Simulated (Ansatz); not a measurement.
Ni on the 1x1 (0001) surface of corundum (cut with top plane Al), one in a 1x1 cell, energies for each (20.0 Å²). Energies are against an atom of fcc Ni, ferromagnetic, without zero-point or thermal terms; each row is named by its start (#2, #3: further inequivalent places of a kind).

Host crystal: corundum, with a band gap (PBE, scalar-relativistic without spin-orbit coupling).

All values below come from PBE (plane waves to 420 eV, PAW; Ansatz, a quantum-chemistry and plane-wave program).

Set-up: 21 atoms, 6.7 Å thick at the start under the adsorbate (thin: gaps and levels are the slab's own); mesh 6x6x1; 0.01 eV smearing; dipole correction on; 9 atoms held, the rest relaxed; each run with such symmetry as its start has; spin-polarised, no spin-orbit, no U, no dispersion correction.

A negative adsorption energy means that the adsorbate is more stable on the surface than in its reference. Starts that drift may end in the same place. Heights count from the host atoms within 0.3 Å of the top one. Moments of ungapped slabs depend on the mesh.

```json
[
 {"starting site": "top Al", "E_ads (eV)": "4.29", "height (Å)": "2.75", "nearest host atom (Å)": "Al 2.54", "bonded to": "Al", "change of the vacuum step (eV)": "-1.61", "lateral drift (Å)": "0.0", "moment (μB)": "2.0"},
 {"starting site": "top O", "E_ads (eV)": "3.04", "height (Å)": "0.88", "nearest host atom (Å)": "O 1.97", "bonded to": "2 Al + 2 O", "change of the vacuum step (eV)": "0.57", "lateral drift (Å)": "1.2", "moment (μB)": "1.1"},
 {"starting site": "over Al at depth 1.0 Å", "E_ads (eV)": "(withheld)", "height (Å)": "0.89", "nearest host atom (Å)": "O 2.19", "bonded to": "Al + 3 O", "change of the vacuum step (eV)": "0.66", "lateral drift (Å)": "0.0", "moment (μB)": "0.7"},
 {"starting site": "over Al at depth 1.2 Å", "E_ads (eV)": "3.12", "height (Å)": "(withheld)", "nearest host atom (Å)": "O 2.10", "bonded to": "Al + 3 O", "change of the vacuum step (eV)": "0.88", "lateral drift (Å)": "0.0", "moment (μB)": "1.1"},
 {"starting site": "hollow Al-O-O-O over O at depth 2.3 Å", "E_ads (eV)": "3.04", "height (Å)": "0.88", "nearest host atom (Å)": "O 1.97", "bonded to": "2 Al + 2 O", "change of the vacuum step (eV)": "0.59", "lateral drift (Å)": "1.1", "moment (μB)": "1.1"},
 {"starting site": "hollow Al-O-O-O over O at depth 2.3 Å #2", "E_ads (eV)": "3.04", "height (Å)": "0.87", "nearest host atom (Å)": "O 1.97", "bonded to": "2 Al + 2 O", "change of the vacuum step (eV)": "0.59", "lateral drift (Å)": "1.3", "moment (μB)": "1.1"},
 {"starting site": "bridge O-O (span 2.6 Å)", "E_ads (eV)": "3.04", "height (Å)": "0.88", "nearest host atom (Å)": "O 1.97", "bonded to": "2 Al + 2 O", "change of the vacuum step (eV)": "0.58", "lateral drift (Å)": "0.3", "moment (μB)": "1.1"}
]
```

Task: Fill in the missing entries.

Result: 
- over Al at depth 1.0 Å, E_ads (eV): 3.57
- over Al at depth 1.2 Å, height (Å): 0.75
